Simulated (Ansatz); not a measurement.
Input and output of a relaxation of cell and atoms for Zn6Mo (Fm-3m, 7 atoms in the cell) (Ansatz, a quantum-chemistry and plane-wave program).

Method of the run: LDA (PW92), default PAW files made with PBE (plane waves; Ansatz).

The change in words: atoms on their sites; basis.ecutwfc: 30.9 Ry → 18.4 Ry; relax: default → cell and atoms. Reference geometry:
```yaml
crystal:
  lattice:
    - [0.00000, 3.82516, 3.82516]
    - [3.82516, 0.00000, 3.82516]
    - [3.82516, 3.82516, 0.00000]
  atoms:
    - { symbol: Zn, position: [0.50000, 0.50000, 0.00000] }
    - { symbol: Zn, position: [0.00000, 0.00000, 0.50000] }
    - { symbol: Zn, position: [0.00000, 0.50000, 0.50000] }
    - { symbol: Zn, position: [0.50000, 0.00000, 0.00000] }
    - { symbol: Zn, position: [0.50000, 0.00000, 0.50000] }
    - { symbol: Zn, position: [0.00000, 0.50000, 0.00000] }
    - { symbol: Mo, position: [0.00654, 0.00654, 0.99346] }
```

Reference input (self-consistent single point, DFT, LDA (PW92), plane waves, default PAW files made with PBE): basis.ecutwfc = 30.9 Ry; kpoints.mp_grid.grid = 4 4 4; hamiltonian.xc = lda; hamiltonian.pseudopotentials = {kind: paw} (the program's default PAW files); scf.occupations.method = fermi_dirac; scf.occupations.width = 0.0073 Ry. This run's input differs from it in these lines:

Ansatz 0.2 input:
```diff
@@ -12,5 +12,5 @@
     - { symbol: Zn, position: [0.000000, 0.500000, 0.000000] }
-    - { symbol: Mo, position: [0.006536, 0.006536, -0.006536] }
+    - { symbol: Mo, position: [0.000000, 0.000000, 0.000000] }
 basis:
-  ecutwfc: 30.9 Ry
+  ecutwfc: 18.4 Ry
 kpoints:
@@ -22,2 +22,4 @@
   occupations: { method: fermi_dirac, width: 0.0073 Ry }
+relax:
+  cell: {}
 output:
```

The program printed (abridged):

```
   [... SCF lines of the steps left out ...]
relax step   1: F+E_penalty+E_count = -24312.84141056 eV  Δ(F+E_penalty+E_count) = +0.000e0 eV  max|allowed force component| = 3.334e-29 eV/Å  Δτ_max = 0.0000 Å  P = -2.556 GPa  Ω = 111.938 Å³  (8 SCF iters, dr2 threshold 1.00e-7 eV, accepted)
relax step   2: F+E_penalty+E_count = -24314.08061682 eV  Δ(F+E_penalty+E_count) = -1.239e0 eV  max|allowed force component| = 1.464e-28 eV/Å  Δτ_max = 0.0000 Å  P = +8.491 GPa  Ω = 109.115 Å³  energy of the carried Pulay correction = +1.291e0 eV  [...]
   [... lines left out ...]
relax step 120: F+E_penalty+E_count = -24313.09284127 eV  Δ(F+E_penalty+E_count) = -3.315e-2 eV  max|allowed force component| = 1.943e-29 eV/Å  Δτ_max = 0.0000 Å  P = -0.002 GPa  Ω = 108.167 Å³  energy of the carried Pulay correction = +3.308e-2 eV  [...]
relax step 121: F+E_penalty+E_count = -24312.88802573 eV  Δ(F+E_penalty+E_count) = +2.048e-1 eV  max|allowed force component| = 2.341e-29 eV/Å  Δτ_max = 0.0000 Å  P = +0.166 GPa  Ω = 108.167 Å³  stress off target by 1.66e-1 GPa  SCF on the basis [...]
basis re-selected at this cell: Δ(F+E_penalty+E_count) = +2.048e-1 eV, ΔP = +0.169 GPa vs the last step
   [... lines left out ...]
Free energy (F): -24312.888026 eV
Fermi energy:    10.864371 eV
Error: variable-cell relaxation did not converge after 121 `relax_step` rows, as none of its last 46 fresh-basis SCF(s) at a relaxed cell met both thresholds with a finite energy. The last misses `relax.cell.stress_tol`: largest allowed force component 2.34e-29 eV/Å (`relax.f_tol` 1.00e-2 eV/Å), stress off the target on the free part of the cell 1.66e-1 GPa (`relax.cell.stress_tol` 5.00e-2 GPa), F+E_penalty+E_count -24312.88802573 eV. The closest is row 98, whose structure comes with this error. Larger ratio of force or stress to its threshold at each such SCF whose figures are numbers: 49.111, 34.760, 19.222, 19.263, 9.850, 9.461, 7.292, 6.771, 6.285, 3.377, 3.262, 6.301, 3.285, [...]
   [... lines left out ...]
to start a new deck from the relaxed geometry:
  cell:  # Å, volume = 108.2299 Å³
    - [1.586341467034816e-33, 3.7824428243372408, 3.7824428243372408]
    - [3.7824428243372408, 3.4150348845117544e-33, 3.7824428243372408]
    - [3.7824428243372408, 3.7824428243372408, 4.1356109413868985e-33]
  atoms:
    - { symbol: Zn, position: [0.5, 0.5, 0.0] }
    - { symbol: Zn, position: [2.7334259455142314e-34, 2.7334259455142314e-34, 0.5] }
    - { symbol: Zn, position: [0.0, 0.5, 0.5] }
    - { symbol: Zn, position: [0.5, 0.0, 0.0] }
    - { symbol: Zn, position: [0.5, 0.0, 0.5] }
    - { symbol: Zn, position: [0.0, 0.5, 0.0] }
    - { symbol: Mo, position: [2.244122435515782e-45, -2.1302455242986945e-45, -3.0191209723511046e-45] }
```

The relaxation ended unconverged. 

The starting cell comes from a database of computed structures (which also holds hypothetical and non-ambient phases and stackings), without a prior relaxation at this level. Its lattice was rescaled by up to half a per cent. The cutoff lies below the one recommended for these files.

Cost on one core of a shared machine: roughly 2 min.
